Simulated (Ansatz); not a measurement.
Fermi-surface data of Ni₃Si under load (space group P4/mmm)

Given:

```
Ni3Si
1.0
    3.47146     0.00000     0.00000
    0.00000     3.47146     0.00000
    0.00000     0.00000     3.43118
Si Ni
1 3
Direct
  0.00000   0.00000   0.00000
  0.00000   0.50000   0.50000
  0.50000   0.00000   0.50000
  0.50000   0.50000   0.00000
```

All values below come from PBEsol, rigid bands (plane waves, PAW, scalar-relativistic; Ansatz, a first-principles code). Condition of this run: uniaxial stress zz = 2 GPa (compression positive) (the target of the relaxation). Geometry: cell and atoms relaxed with PBEsol, then loaded as said.

density of states at the Fermi level: 2.09 states/(eV·cell), both spins
bare Sommerfeld coefficient: 1.23 mJ/(mol of atoms·K²)
Drude plasma energy: 1.81 (x), 1.81 (y), 1.92 (z) eV
root-mean-square Fermi velocity: 1.6e5 m/s
resistivity times τ: 150 (x), 150 (y), 133 (z) ×10⁻²² Ω·m·s

A metal at this level (no band gap); rigid bands, thermally averaged at 300 K, both spins. Spin-orbit coupling is left out. τ is one relaxation time for all states.

Computed structure with no diffraction record at hand here (it may be known, metastable or hypothetical): Ni3Si under load (space group P4/mmm). Treated as nonmagnetic (a ferromagnetic start lost its moment, other orders weren't tried): Ni3Si under load (space group P4/mmm).
